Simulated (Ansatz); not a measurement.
## Pressure series in Si

Consider Si in the diamond structure (space group Fd-3m, No. 227; a = 5.434 Å).

Cell and atoms are relaxed at each pressure.

All numbers come from PBEsol (Ansatz, an electronic-structure program; PAW; 420 eV plane waves; scalar-relativistic without spin-orbit coupling).

Candidates:
(a) pressure 4.5 GPa
(b) pressure 9 GPa
(c) pressure 22.5 GPa

Base values:

```
Property   Result
--------  -------
Band gap  0.47 eV
```

Order them by band gap, lowest first.

(c) pressure 22.5 GPa (0.11 eV), (b) pressure 9 GPa (0.31 eV), (a) pressure 4.5 GPa (0.38 eV)

Load acts through the strain it causes; cell and atoms are relaxed under it. Whether these cells are dynamically stable was not tested. Measured, Si leaves this structure (for the β-tin structure) near 12 GPa (room temperature; as listed in arXiv:1906.07825). The zero or small gap of Si under pressure 22.5 GPa can change with the level of theory.
